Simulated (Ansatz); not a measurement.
Here is the system:

```yaml
crystal:
  lattice:
    - [5.45456, 0.00000, 0.00000]
    - [0.00000, 5.45456, 0.00000]
    - [2.72728, -2.72728, 5.23810]
  atoms:
    - { symbol: Zn, position: [0.00000, 0.00000, 0.00000] }
    - { symbol: Zn, position: [0.25000, 0.25000, 0.50000] }
    - { symbol: Ge, position: [0.50000, 0.50000, 0.00000] }
    - { symbol: Ge, position: [0.75000, 0.75000, 0.50000] }
    - { symbol: P, position: [0.62500, 0.37648, 0.25000] }
    - { symbol: P, position: [0.37648, 0.12500, 0.75000] }
    - { symbol: P, position: [0.12500, 0.87352, 0.25000] }
    - { symbol: P, position: [0.87352, 0.62500, 0.75000] }
```

No spin polarisation.

Calculations: LDA (Ansatz, an electronic-structure program), no spin-orbit coupling. Settings: 9×9×9 k-points, 0.05 eV Fermi–Dirac smearing.

**Question.** What pressure (mean of the normal stresses, compression positive) does the calculation give?

**Answer.** -1.35 GPa.

**Question.** What is the computed smallest direct gap?

**Answer.** 0.99 eV.

**Question.** Estimate the gap character.

**Answer.** Indirect, Γ → Γ–M (25 % along).

The cells carry an imposed strain or load. Whether these cells are dynamically stable was not tested. The cell was made from ZnGeP₂ in the chalcopyrite structure (space group I-42d, No. 122) by this change: biaxial strain +1.50 %, plane normal [001], relaxed out of plane.
